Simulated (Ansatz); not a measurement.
The starting structures come from a database of crystals and need not be the phases stable at ambient conditions.

Data:

```
CELL_PARAMETERS angstrom
      3.62918     0.00000     0.00000
      0.00000     5.27530     0.00000
      0.00000     0.00000     3.55802
ATOMIC_POSITIONS crystal
  Hf 0.50000 0.50000 0.50000
  Hf 0.00000 0.00000 0.00000
  O  0.50000 0.30279 0.00000
  O  0.50000 0.80279 0.00000
  O  0.00000 0.19721 0.50000
  O  0.00000 0.69721 0.50000
```

Space group of this cell: Pmmn. The cell is strained (lengths across the current scaled by 1.02, ions clamped); by r2SCAN its mean pressure is -5.7 GPa.

Transport runs along the normal of the first two printed cell vectors.

No gap correction and no spin-orbit coupling; mid-gap values are interpolated between computed energies.

Question: Estimate the band gap and the smallest decay constant κ at mid-gap that r2SCAN (Ansatz, a quantum-chemistry and plane-wave program) returns for this system.

Answer: Gap 5.10 eV on a 8×6×8 mesh; κ = 0.426 1/Å, at the zone centre.
